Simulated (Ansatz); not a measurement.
## CdS: response to strain

Start from CdS in the wurtzite structure (space group P6_3mc, No. 186; a = 4.1244 Å, c = 6.7082 Å). Axes: x lies along a and z along c of the hexagonal cell.

Strains are applied to the cell and any free atomic positions relax; under biaxial strain the out-of-plane vector relaxes too.

The values are results of PBEsol (Ansatz, a quantum-chemistry and plane-wave program), without spin-orbit coupling, not measurements.

Notes on the quantities. in-plane stress: mean in-plane stress (compression positive).

```csv
variant,shortest interatomic distance,in-plane stress,ratio −ε⊥/ε∥
base,4.764 bohr,–,–
"biaxial strain −3.00 %, plane normal [001], relaxed out of plane",4.717 bohr,+2.9 GPa,0.95
"biaxial strain −2.40 %, plane normal [001], relaxed out of plane",4.725 bohr,+2.3 GPa,0.95
"biaxial strain −1.80 %, plane normal [001], relaxed out of plane",4.734 bohr,(withheld),0.96
"biaxial strain −1.20 %, plane normal [001], relaxed out of plane",4.743 bohr,(withheld),0.96
"biaxial strain −0.60 %, plane normal [001], relaxed out of plane",(withheld),+0.6 GPa,–
```

### Question
Complete the table.

### Answer

- biaxial strain −1.80 %, plane normal [001], relaxed out of plane, in-plane stress: +1.7 GPa
- biaxial strain −1.20 %, plane normal [001], relaxed out of plane, in-plane stress: +1.1 GPa
- biaxial strain −0.60 %, plane normal [001], relaxed out of plane, shortest interatomic distance: 4.753 bohr

Stability against distortions was not tested.
